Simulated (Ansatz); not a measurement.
Band structure of Mg6AlSi (Amm2, 8 atoms in the cell).

```
CELL_PARAMETERS angstrom
      5.15318     0.00000     0.00000
      0.00000     3.03442     5.28658
      0.00000    -3.03442     5.28658
ATOMIC_POSITIONS crystal
  Mg 0.00000 0.34044 0.83104
  Mg 0.00000 0.83104 0.34044
  Mg 0.00000 0.33250 0.33250
  Mg 0.50000 0.16202 0.66768
  Mg 0.50000 0.66768 0.16202
  Mg 0.50000 0.16730 0.16730
  Al 0.00000 0.83076 0.83076
  Si 0.50000 0.66825 0.66825
```

Method: PBEsol, PAW files made with PBE (plane waves; Ansatz, a first-principles code).

Settings: basis.ecutwfc = 420 eV; kpoints.mp_grid.grid = 3 3 3; hamiltonian.xc = pbesol; hamiltonian.pseudopotentials = {kind: paw} (the program's default PAW files); scf.occupations.method = fermi_dirac; scf.occupations.width = 0.1 eV; kpoints.band_path.npoints = 8.

The starting cell comes from a database of computed structures (which also holds hypothetical and non-ambient phases and stackings), without a prior relaxation at this level.

Levels in eV from the Fermi level, bands 30 to 37:
```
point     30     31     32     33     34     35     36     37
-----  -----  -----  -----  -----  -----  -----  -----  -----
Γ      -2.28  -2.19  -2.10  -1.85   1.06   1.52   1.70   1.90
X      -1.43  -1.21  -0.75  -0.57  -0.28  -0.25  -0.09   2.90
S      -2.07  -1.01  -0.76   0.16   0.50   1.03   1.04   1.33
R      -2.70  -2.62  -2.37   0.97   1.84   2.00   2.08   2.52
A      -4.19  -0.49  -0.27  -0.11   0.34   0.60   1.35   3.54
Z      -2.22  -1.87  -1.67  -1.00  -0.91  -0.30  -0.23  -0.20
Y      -2.15  -1.08  -0.97  -0.14   0.58   0.81   1.12   1.50
X1     -1.43  -1.21  -0.75  -0.57  -0.28  -0.25  -0.09   2.90
A1     -4.19  -0.49  -0.27  -0.11   0.34   0.60   1.35   3.54
T      -2.61  -2.48  -2.37   0.93   1.58   1.83   2.55   2.58
```

Bands cross the Fermi level along this path, so the cell is metallic at this level.

Keys are those of Ansatz 0.2.
